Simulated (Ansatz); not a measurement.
An Ansatz (a quantum-chemistry and plane-wave program) run: SnS with a change (pressure −1 GPa); PBEsol-D3(BJ) in Ansatz (plane waves to 420 eV, PAW, no SOC).

Input:

Ansatz 0.2 input:
```yaml
crystal:
  lattice:
    - [10.9116128484, 0, 0]
    - [0, 3.953371892, 0]
    - [0, 0, 4.1120597374]
  atoms:
    - { symbol: Sn, position: [0.617224562, 0.75, 0.5928243476] }
    - { symbol: Sn, position: [0.882775438, 0.25, 0.0928243476] }
    - { symbol: Sn, position: [0.382775438, 0.25, 0.4071756524] }
    - { symbol: Sn, position: [0.117224562, 0.75, 0.9071756524] }
    - { symbol: S, position: [0.3551309848, 0.75, 0.9761782921] }
    - { symbol: S, position: [0.1448690152, 0.25, 0.4761782921] }
    - { symbol: S, position: [0.6448690152, 0.25, 0.0238217079] }
    - { symbol: S, position: [0.8551309848, 0.75, 0.5238217079] }
basis: { ecutwfc: 420, ecutrho_ratio: 4, xc_grid: 2, fft_grid_basis: typed }
kpoints: { mp_grid: { grid: [3, 8, 8] } }
hamiltonian:
  xc: pbesol
  dispersion: d3bj
  pseudopotentials: { kind: paw }
scf: { occupations: { method: fermi_dirac, width: 0.05 } }
relax: { f_tol: 0.01, max_steps: 60, cell: { stress_tol: 0.02, p_target: -1.0 } }
output: { forces: true, stress: true }
checkpoint: { write: state.ck, write_every: 1000 }
```

Output (explanatory and most iteration lines left out):

```
Relaxation: its limit of steps is 60 (relax.max_steps)
Pseudopotential: Sn, paw, valence charge 14
Pseudopotential: S, paw, valence charge 6
Crystal: 8 atoms, lattice volume = 177.385 Å³
Basis set: ecut = 420 eV, 3489 PW (Γ), exchange–correlation on 150×54×60 points (8 copies of the dense FFT grid, shifted against one another)
Bands: 48, of which v1, the nominal top of the filled ones, is band 40 counted from 1 (39 counted from 0)
Symmetry: 8 space group operations
Space group: Pnma (ITA 62), of the structure as read, at distance tolerance 5.6e-5 Å
k-points: 50 of 192
Functional: x = pbesol(κ = 0.804, μ = 0.12345679012345678), c = pbesol(β = 0.046)
SCF iter   1: F=—  HF=-27345.212380 eV  |F-HF|=—  |Δ(HF+E_count)|=         —  Δρ=5.13e-3  dr2=7.67e-2  ethr=1.77e-3  ⟨swp⟩=7.6  Hψ=10123  notcnv=0  defer=4
SCF iter   2: F=—  HF=-27345.187108 eV  |F-HF|=—  |Δ(HF+E_count)|=   2.53e-2  Δρ=1.86e-3  dr2=6.40e-3  ethr=9.59e-5  ⟨swp⟩=2.1  Hψ=3620  notcnv=0  defer=80
SCF 1 converged in 6 iterations: F = -27345.185296 eV  dr2 = 5.06e-8
relax step   1: F+E_penalty+E_count = -27345.18529627 eV  Δ(F+E_penalty+E_count) = +0.000e0 eV  max|allowed force component| = 8.549e-4 eV/Å  Δτ_max = 0.0000 Å  P = -0.003 GPa  Ω = 177.385 Å³  (6 SCF iters, dr2 threshold 1.00e-7 eV, accepted)
[... steps on the carried basis left out ...]
relax step   8: F+E_penalty+E_count = -27345.17262671 eV  Δ(F+E_penalty+E_count) = -9.342e-4 eV  max|allowed force component| = 1.207e-3 eV/Å  Δτ_max = 0.0000 Å  P = -0.994 GPa  Ω = 181.347 Å³  stress off target by 7.66e-3 GPa  SCF on the basis re-selected at this cell (its energy is not comparable with the rows above)  (5 SCF iters)
SCF converged after 5 iterations
Free energy (F): -27345.172627 eV
Internal energy: -27345.172557 eV  (E = F + TS)
E sigma→0 (E₀):  -27345.172592 eV
Entropy (-TS):   -0.000070 eV (-0.009 meV/atom)
Fermi energy:    9.470593 eV
  E_disp       = -2.618229  (pairwise vdW)
--- Forces (eV/Å), atoms counted from 1 ---
  atom   1  Sn    -0.00120679     0.00000000    -0.00060003
  atom   2  Sn     0.00120679     0.00000000    -0.00060003
  atom   3  Sn     0.00120679     0.00000000     0.00060003
  atom   4  Sn    -0.00120679     0.00000000     0.00060003
  atom   5  S      0.00058379     0.00000000    -0.00052033
  atom   6  S     -0.00058379     0.00000000    -0.00052033
  atom   7  S     -0.00058379     0.00000000     0.00052033
  atom   8  S      0.00058379     0.00000000     0.00052033
--- Stress (GPa, compression-positive) ---
       -0.995321       0.000000       0.000000
        0.000000      -0.993985       0.000000
        0.000000       0.000000      -0.992345
  P = ⅓ Tr σ = -0.9939 GPa (-9.939 kbar)
--- Relaxed structure (7 steps of the walk, 6 accepted, 1 SCFs on fresh bases) ---
  cell:  # Å, volume = 181.3469 Å³
    - [10.983838068865873, 0.0, 0.0]
    - [0.0, 3.966057150993346, 0.0]
    - [0.0, 0.0, 4.162909776986743]
  atoms:
    - { symbol: Sn, position: [0.6176025450176608, 0.75, 0.6007323267615655] }
    - { symbol: Sn, position: [0.8823974549823393, 0.25, 0.10073232676156552] }
    - { symbol: Sn, position: [0.3823974549823393, 0.25, 0.39926767323843454] }
    - { symbol: Sn, position: [0.11760254501766075, 0.75, 0.8992676732384346] }
    - { symbol: S, position: [0.35439513467362116, 0.75, 0.9756469900220567] }
    - { symbol: S, position: [0.14560486532637884, 0.25, 0.4756469900220566] }
    - { symbol: S, position: [0.6456048653263787, 0.25, 0.02435300997794352] }
    - { symbol: S, position: [0.8543951346736212, 0.75, 0.5243530099779438] }
```

Load acts through the strain it causes; cell and atoms are relaxed under it. Whether these cells are dynamically stable was not tested. The cell was made from SnS in the GeS type structure (space group Pnma, No. 62) by this change: pressure −1 GPa.
